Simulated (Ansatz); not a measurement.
**LaB (model structure, started from the NbN type, Fm-3m, No. 225, 2 atoms in the cell)**

Level of theory: LDA (Ansatz, a program for electronic structure, PAW).

Settings: plane-wave cutoff 520 eV, 18×18×18 k mesh, Fermi–Dirac smearing 0.05 eV, scalar-relativistic PAW data made under PBE.

Cell (relaxed at this level):

LaB is modelled in the cubic space group Fm-3m (No. 225), the rock salt structure, Pearson symbol cF8. Cell: a = b = c = 5.528 Å, α = β = γ = 90.00°. La on 4b sees 6 B at 2.764 Å (octahedral). B on 4a has 6 La at 2.764 Å (octahedral). (Neighbours: up to the widest gap in distance over summed covalent radii, below 1.35, at either atom; cation-cation and far metal-metal contacts left out.)
(The calculation used a cell of 2 atoms; values per cell refer to that cell.)

For LaB (model structure, started from the NbN type, Fm-3m, No. 225, 2 atoms in the cell), the band gap is zero (no gap) and the bulk modulus B0 is 63.1 GPa.

Note: the bulk modulus is −V dP/dV from two relaxed cells at ±2 % in volume; the relaxation could raise the start's symmetry but not lower it, so the cell can be a saddle point.

Spin–orbit coupling is not included; it can open a gap where bands touch, and shift volumes and moduli.

The computed numbers hold no vibrational or temperature effects.

Computing time: around 21 core-seconds (rough).

A model structure was made by putting elements into a prototype or built by hand; it is no filed structure, need not be a known phase, and can be a saddle point held by its symmetry.
